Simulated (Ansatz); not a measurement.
The structure below was relaxed with Ansatz (a first-principles code), PBEsol, PAW, cutoff 420 eV, no spin-orbit coupling, earlier PAW set.

```xyz
1
Lattice="0.0000 3.0776 3.0776 3.0776 0.0000 3.0776 3.0776 3.0776 0.0000" Properties=species:S:1:pos:R:3 pbc="T T T"
Ba     0.0000     0.0000     0.0000
```

Problem. Find the space group and the Wyckoff positions.

Solution. Space group Fm-3m (No. 225); a = b = c = 6.1553 Å, α = β = γ = 90.00°

```json
[
 {"atom": "Ba", "site": "4a", "symmetry": "m-3m", "x": "0.0000", "y": "0.0000", "z": "0.0000"}
]
```

Stability against distortions was not tested. The cell was made from Ca by this change: Ca → Ba; the result is a model cell, its experimental status unchecked. This is not the structure that Ba has at room temperature and ambient pressure.
